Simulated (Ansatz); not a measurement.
Structures of equal composition on the (111) surface of diamond (C plane on top): (√3x√3)R30° C adatom at H3; (√3x√3)R30° C adatom at T4. The slabs share one bottom face, and each structure is named by its start. These are constructed structures in small cells; real faces may alloy, dewet or reconstruct in larger ones, and not all known structures of the face are among them. Slabs of about 9 Å, Fermi-Dirac smearing of 0.025 eV. Bottom of the slabs: H caps. Relaxed from the named starts with such symmetry as they have, on meshes of like density; energies extrapolated to zero smearing; spin only where a row says so; no spin-orbit coupling, no U. Brackets mark spin-polarised runs, whose order is one that fits the cell. Where a second, spin-polarised start was run, the lower counts.

These are r2SCAN, at the PBE geometry (plane waves to 500 eV, PAW; Ansatz, a first-principles code) values and carry that method's errors.

Task: Put the candidates in order of energy per 1x1 cell, lowest first, for r2SCAN, at the PBE geometry.

Result: (√3x√3)R30° C adatom at T4 (0.000 eV [spin, 1.0 μB a cell]), (√3x√3)R30° C adatom at H3 (0.461 eV [spin, 1.0 μB a cell])
